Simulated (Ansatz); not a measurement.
## NbSi2: pressure 4.5 GPa

Base system: NbSi₂ (space group P6_222, No. 180; a = 4.810 Å, c = 6.618 Å).

One thing is altered: cell and atoms relaxed at a pressure of 4.5 GPa.

Calculations: Ansatz (a quantum-chemistry and plane-wave program) PBE, no spin-orbit coupling. Settings: 11×11×7 k-points, 0.05 eV Fermi–Dirac smearing.

The volume per atom shrinks by 0.36 Å³ to 14.38 Å³ and the density rises by 0.14 g/cm³, from 5.60 g/cm³ to 5.74 g/cm³. The lattice parameter a shrinks by 0.081 bohr, from 9.090 bohr to 9.009 bohr and the c/a ratio grows by 0.003 (1.376 → 1.379). The enthalpy H = E + PV relative to the base's energy is +0.41 eV/atom and the band gap stays zero.

Load acts through the strain it causes; cell and atoms are relaxed under it. Whether these cells are dynamically stable was not tested. All final runs are without spin polarisation. An odd electron count without spin: NbSi2.
